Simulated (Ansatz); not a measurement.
An Ansatz (an electronic-structure program) run: HfO2 with a change (tensor shear ε_xy = +1.71 %); PBEsol, PAW, 420 eV (Ansatz; no spin-orbit coupling).

Input:

Ansatz 0.2 input:
```yaml
crystal:
  lattice:
    - [0.0431241297, 2.5218789314, 2.5218789314]
    - [2.5218789314, 0.0431241297, 2.5218789314]
    - [2.5650030611, 2.5650030611, 0]
  atoms:
    - { symbol: Hf, position: [0, 0, 0] }
    - { symbol: O, position: [0.25, 0.25, 0.25] }
    - { symbol: O, position: [0.75, 0.75, 0.75] }
basis: { ecutwfc: 420, ecutrho_ratio: 4, xc_grid: 2, fft_grid_basis: typed }
kpoints: { mp_grid: { grid: [11, 11, 11] } }
hamiltonian:
  xc: pbesol
  dispersion: none
  pseudopotentials: { kind: paw }
scf: { occupations: { method: fermi_dirac, width: 0.05 }, convergence: { dr2_threshold: 0.0000000003 } }
relax: { f_tol: 0.005, max_steps: 50 }
output: { forces: true, stress: true }
checkpoint: { write: state.ck, write_every: 1000 }
```

Output (explanatory and most iteration lines left out):

```
Relaxation: its limit of steps is 50 (relax.max_steps)
Pseudopotential: Hf, paw, valence charge 26
Pseudopotential: O, paw, valence charge 6
Crystal: 3 atoms, lattice volume = 32.068 Å³
Basis set: ecut = 420 eV, 619 PW (Γ), exchange–correlation on 48×48×50 points (8 copies of the dense FFT grid, shifted against one another)
Bands: 23, of which v1, the nominal top of the filled ones, is band 19 counted from 1 (18 counted from 0)
Symmetry: 8 space group operations
Space group: Immm (ITA 71), of the structure as read, at distance tolerance 3.2e-5 Å
k-points: 216 of 1331
Functional: x = pbesol(κ = 0.804, μ = 0.12345679012345678), c = pbesol(β = 0.046)
SCF iter   1: F=—  HF=-16725.080362 eV  |F-HF|=—  |Δ(HF+E_count)|=         —  Δρ=1.71e-2  dr2=7.35e-2  ethr=1.77e-3  ⟨swp⟩=4.6  Hψ=18334  notcnv=0
SCF iter   2: F=—  HF=-16725.069006 eV  |F-HF|=—  |Δ(HF+E_count)|=   1.14e-2  Δρ=1.03e-2  dr2=2.76e-2  ethr=1.94e-4  ⟨swp⟩=2.0  Hψ=10784  notcnv=0
SCF 1 converged in 7 iterations: F = -16725.061571 eV  dr2 = 8.69e-11
relax step   1: F+E_penalty+E_count = -16725.06157060 eV  Δ(F+E_penalty+E_count) = +0.000e0 eV  max|allowed force component| = 2.698e-1 eV/Å  Δτ_max = 0.0000 Å  (7 SCF iters, accepted)
Crystal: 3 atoms, lattice volume = 32.068 Å³
SCF iter   1: F=—  HF=-16725.065312 eV  |F-HF|=—  |Δ(HF+E_count)|=         —  Δρ=1.33e-3  dr2=3.73e-4  ethr=9.65e-7  ⟨swp⟩=2.0  Hψ=16695  notcnv=0
SCF iter   2: F=—  HF=-16725.065228 eV  |F-HF|=—  |Δ(HF+E_count)|=   8.38e-5  Δρ=5.99e-4  dr2=4.84e-5  ethr=9.65e-7  ⟨swp⟩=2.4  Hψ=7143  notcnv=0
SCF 2 converged in 7 iterations: F = -16725.065224 eV  dr2 = 4.72e-11
relax step   2: F+E_penalty+E_count = -16725.06522418 eV  Δ(F+E_penalty+E_count) = -3.654e-3 eV  max|allowed force component| = 1.123e-2 eV/Å  Δτ_max = 0.0141 Å  (7 SCF iters, accepted)
Crystal: 3 atoms, lattice volume = 32.068 Å³
SCF iter   1: F=—  HF=-16725.065232 eV  |F-HF|=—  |Δ(HF+E_count)|=         —  Δρ=5.29e-5  dr2=5.89e-7  ethr=1.57e-8  ⟨swp⟩=2.1  Hψ=11748  notcnv=0
SCF iter   2: F=—  HF=-16725.065231 eV  |F-HF|=—  |Δ(HF+E_count)|=   1.14e-6  Δρ=2.39e-5  dr2=7.96e-8  ethr=1.55e-9  ⟨swp⟩=2.6  Hψ=9910  notcnv=0
SCF 3 converged in 5 iterations: F = -16725.065231 eV  dr2 = 5.44e-11
relax step   3: F+E_penalty+E_count = -16725.06523052 eV  Δ(F+E_penalty+E_count) = -6.335e-6 eV  max|allowed force component| = 1.609e-5 eV/Å  Δτ_max = 0.0006 Å  (5 SCF iters, accepted)
SCF converged after 5 iterations
Free energy (F): -16725.065231 eV
Internal energy: -16725.065231 eV  (E = F + TS)
E sigma→0 (E₀):  -16725.065231 eV
Fermi energy:    18.093521 eV
--- Forces (eV/Å), atoms counted from 1 ---
  atom   1  Hf    -0.00000000     0.00000000     0.00000000
  atom   2  O     -0.00000000     0.00000000    -0.00001609
  atom   3  O      0.00000000    -0.00000000     0.00001609
--- Stress (GPa, compression-positive) ---
        0.162669      -2.407504      -0.000000
       -2.407504       0.162669      -0.000000
       -0.000000      -0.000000       0.141818
  P = ⅓ Tr σ = 0.1557 GPa (1.557 kbar)
--- Relaxed structure (3 steps of the walk, 3 accepted, 0 SCFs on fresh bases) ---
  atoms:
    - { symbol: Hf, position: [-1.5539581413378961e-35, -4.1438740446325373e-35, 1.5975011183501237e-35] }
    - { symbol: O, position: [0.24731082360223602, 0.24731082360223602, 0.2526891763977639] }
    - { symbol: O, position: [0.752689176397764, 0.752689176397764, 0.7473108236022358] }
```

With Hf present, leaving out spin-orbit coupling can change the band edges. The cells carry an imposed strain or load. Whether these cells are dynamically stable was not tested. The cell was made from HfO₂ in the fluorite structure (space group Fm-3m, No. 225) by this change: tensor shear ε_xy = +1.71 %. This is not the structure that HfO2 has at room temperature and ambient pressure.
